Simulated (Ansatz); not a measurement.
Method: PBE (plane waves to 420 eV, PAW; Ansatz, a first-principles code).

Plane-averaged electrostatic potential energy along the normal, in eV from the Fermi level, for I on the 1x1 (111) surface of fcc Rh, one in a 2x2 cell, started at the site 'hollow Rh-Rh-Rh over Rh at depth 4.4 Å':

```json
[
 {"z (Å)": "5.49", "V (eV)": "5.13"},
 {"z (Å)": "5.78", "V (eV)": "5.13"},
 {"z (Å)": "6.07", "V (eV)": "5.13"},
 {"z (Å)": "6.36", "V (eV)": "5.13"},
 {"z (Å)": "6.64", "V (eV)": "5.12"},
 {"z (Å)": "6.93", "V (eV)": "5.10"},
 {"z (Å)": "7.22", "V (eV)": "5.05"},
 {"z (Å)": "7.51", "V (eV)": "4.96"},
 {"z (Å)": "7.80", "V (eV)": "4.77"},
 {"z (Å)": "8.09", "V (eV)": "4.35"},
 {"z (Å)": "8.38", "V (eV)": "3.44"},
 {"z (Å)": "8.67", "V (eV)": "1.45"},
 {"z (Å)": "8.96", "V (eV)": "-4.02"},
 {"z (Å)": "9.24", "V (eV)": "-14.55"},
 {"z (Å)": "9.53", "V (eV)": "-23.53"},
 {"z (Å)": "9.82", "V (eV)": "-25.21"},
 {"z (Å)": "10.11", "V (eV)": "-18.65"},
 {"z (Å)": "10.40", "V (eV)": "-8.00"},
 {"z (Å)": "10.69", "V (eV)": "-1.25"},
 {"z (Å)": "10.98", "V (eV)": "-1.65"},
 {"z (Å)": "11.27", "V (eV)": "-9.18"},
 {"z (Å)": "11.56", "V (eV)": "-19.78"},
 {"z (Å)": "11.84", "V (eV)": "-25.65"},
 {"z (Å)": "12.13", "V (eV)": "-23.37"},
 {"z (Å)": "12.42", "V (eV)": "-14.17"},
 {"z (Å)": "12.71", "V (eV)": "-4.24"},
 {"z (Å)": "13.00", "V (eV)": "-0.77"},
 {"z (Å)": "13.29", "V (eV)": "-3.98"},
 {"z (Å)": "13.58", "V (eV)": "-13.75"},
 {"z (Å)": "13.87", "V (eV)": "-23.10"},
 {"z (Å)": "14.16", "V (eV)": "-25.69"},
 {"z (Å)": "14.44", "V (eV)": "-20.10"},
 {"z (Å)": "14.73", "V (eV)": "-9.57"},
 {"z (Å)": "15.02", "V (eV)": "-1.80"},
 {"z (Å)": "15.31", "V (eV)": "-1.08"},
 {"z (Å)": "15.60", "V (eV)": "-7.37"},
 {"z (Å)": "15.89", "V (eV)": "-18.01"},
 {"z (Å)": "16.18", "V (eV)": "-25.07"},
 {"z (Å)": "16.47", "V (eV)": "-24.04"},
 {"z (Å)": "16.76", "V (eV)": "-15.57"},
 {"z (Å)": "17.04", "V (eV)": "-5.17"},
 {"z (Å)": "17.33", "V (eV)": "0.09"},
 {"z (Å)": "17.62", "V (eV)": "0.77"},
 {"z (Å)": "17.91", "V (eV)": "0.50"},
 {"z (Å)": "18.20", "V (eV)": "0.76"},
 {"z (Å)": "18.49", "V (eV)": "1.01"},
 {"z (Å)": "18.78", "V (eV)": "0.76"},
 {"z (Å)": "19.07", "V (eV)": "0.93"},
 {"z (Å)": "19.36", "V (eV)": "2.15"},
 {"z (Å)": "19.64", "V (eV)": "3.37"},
 {"z (Å)": "19.93", "V (eV)": "3.89"},
 {"z (Å)": "20.22", "V (eV)": "4.10"},
 {"z (Å)": "20.51", "V (eV)": "4.19"},
 {"z (Å)": "20.80", "V (eV)": "4.23"},
 {"z (Å)": "21.09", "V (eV)": "4.25"},
 {"z (Å)": "21.38", "V (eV)": "4.26"},
 {"z (Å)": "21.67", "V (eV)": "4.26"},
 {"z (Å)": "21.96", "V (eV)": "4.26"},
 {"z (Å)": "22.24", "V (eV)": "4.26"},
 {"z (Å)": "22.53", "V (eV)": "4.26"},
 {"z (Å)": "22.82", "V (eV)": "4.26"}
]
```

Set-up: 17 atoms, 6.5 Å thick at the start under the adsorbate (thin: gaps and levels are the slab's own); mesh 6x6x1; 0.1 eV smearing; dipole correction on; 8 atoms held, the rest relaxed; held to the start's symmetry, so lower structures may exist; no spin, no spin-orbit, no U, no dispersion correction. At the end it is bonded to 3 Rh. In PBE it is, or lies within 0.03 eV of, the lowest of the starts that converged.

The surface cell has an area of 25.41 Å². What dipole along the normal does the step between the two vacuum levels imply?

the top vacuum level lies 0.87 eV below the bottom one; p = −ε₀ A ΔV (ε₀ = 0.005526 e/(V·Å)) gives 0.12 e·Å a cell.
